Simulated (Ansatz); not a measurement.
Worked example: self-consistent single point of Nb3Al (Pm-3n, 8 atoms in the cell) in Ansatz (an electronic-structure program).

Method of the run: PBEsol, default PAW files made with PBE (plane waves; Ansatz).

```yaml
crystal:
  lattice:
    - [5.20732, 0.00000, 0.00000]
    - [0.00000, 5.20732, 0.00000]
    - [0.00000, 0.00000, 5.20732]
  atoms:
    - { symbol: Al, position: [0.00000, 0.00000, 0.00000] }
    - { symbol: Al, position: [0.50000, 0.50000, 0.50000] }
    - { symbol: Nb, position: [0.25000, 0.00000, 0.50000] }
    - { symbol: Nb, position: [0.75000, 0.00000, 0.50000] }
    - { symbol: Nb, position: [0.50000, 0.75000, 0.00000] }
    - { symbol: Nb, position: [0.50000, 0.25000, 0.00000] }
    - { symbol: Nb, position: [0.00000, 0.50000, 0.75000] }
    - { symbol: Nb, position: [0.00000, 0.50000, 0.25000] }
```

Reference input (self-consistent single point, DFT, PBEsol, plane waves, default PAW files made with PBE): kpoints.mp_grid.grid = 7 7 7; hamiltonian.xc = pbesol; hamiltonian.pseudopotentials = {kind: paw} (the program's default PAW files); scf.occupations.method = fermi_dirac; scf.occupations.width = 0.0073 Ry. This run's input differs from it in these lines:

Ansatz 0.2 input:
```diff
@@ -15,3 +15,3 @@
 kpoints:
-  mp_grid: { grid: [7, 7, 7] }
+  mp_grid: { grid: [16, 16, 16] }
 hamiltonian:
```

The program printed (abridged):

```
SCF iter   1: F=—  HF=-28023.379486 eV  |F-HF|=—  |Δ(HF+E_count)|=         —  Δρ=6.01e-3  dr2=4.11e-2  ethr=1.77e-3  ⟨swp⟩=6.1  Hψ=32722  notcnv=0
all-band conjugate gradients solve this SCF's bands
preconditioner: auto → Kerker (q_TF=auto, 2.502 Å⁻¹)
SCF iter   2: F=—  HF=-28023.370560 eV  |F-HF|=—  |Δ(HF+E_count)|=   8.93e-3  Δρ=3.22e-3  dr2=1.21e-2  ethr=4.90e-5  ⟨swp⟩=1.2  Hψ=10006  notcnv=0
SCF iter   3: F=—  HF=-28023.367192 eV  |F-HF|=—  |Δ(HF+E_count)|=   3.37e-3  Δρ=3.43e-4  dr2=1.05e-4  ethr=1.44e-5  ⟨swp⟩=2.2  Hψ=12634  notcnv=0
SCF iter   4: F=—  HF=-28023.367181 eV  |F-HF|=—  |Δ(HF+E_count)|=   1.15e-5  Δρ=7.78e-5  dr2=8.59e-6  ethr=1.25e-7  ⟨swp⟩=2.0  Hψ=14946  notcnv=0
SCF iter   5: F=—  HF=-28023.367174 eV  |F-HF|=—  |Δ(HF+E_count)|=   6.74e-6  Δρ=1.40e-5  dr2=2.87e-7  ethr=1.02e-8  ⟨swp⟩=2.0  Hψ=10947  notcnv=0
SCF iter   6: F=-28023.367174 eV  HF=-28023.367174 eV  |F-HF|=1.04e-8  |Δ(HF+E_count)|=   7.13e-8  Δρ=3.21e-6  dr2=1.71e-8  ethr=1.19e-10  ⟨swp⟩=6.5  Hψ=30196  notcnv=0
SCF 1 converged in 6 iterations: F = -28023.367174 eV  dr2 = 1.71e-8
Free energy (F): -28023.367174 eV
Internal energy: -28022.990479 eV  (E = F + TS)
E sigma→0 (E₀):  -28023.178826 eV
Entropy (-TS):   -0.376696 eV (-47.087 meV/atom)
Fermi energy:    15.193305 eV
--- Forces (eV/Å), atoms counted from 1 ---
  atom   1  Al    -0.00000000     0.00000000     0.00000000
   [... zero for the other atoms too ...]
--- Stress (GPa, compression-positive) ---
       -5.583711       0.000000       0.000000
        0.000000      -5.583711      -0.000000
        0.000000      -0.000000      -5.583711
  P = ⅓ Tr σ = -5.5837 GPa (-55.837 kbar)
  The stress holds the Pulay correction. Without it, at fixed plane waves, as pw.x and ABINIT print it: P = -5.6128 GPa
```

The run converged in 6 iterations. Against the reference run the free energy goes down by 1.3 meV/atom and the pressure moves little (-5.53 to -5.58 GPa).

The starting cell comes from a database of computed structures (which also holds hypothetical and non-ambient phases and stackings), without a prior relaxation at this level. Spin polarisation is off. With a pressure of about -6 GPa the cell is away from its equilibrium volume at this level. Ansatz's pressure includes its estimate of the finite-basis (Pulay) stress.

Cost on one core of a shared machine: roughly 30 s.
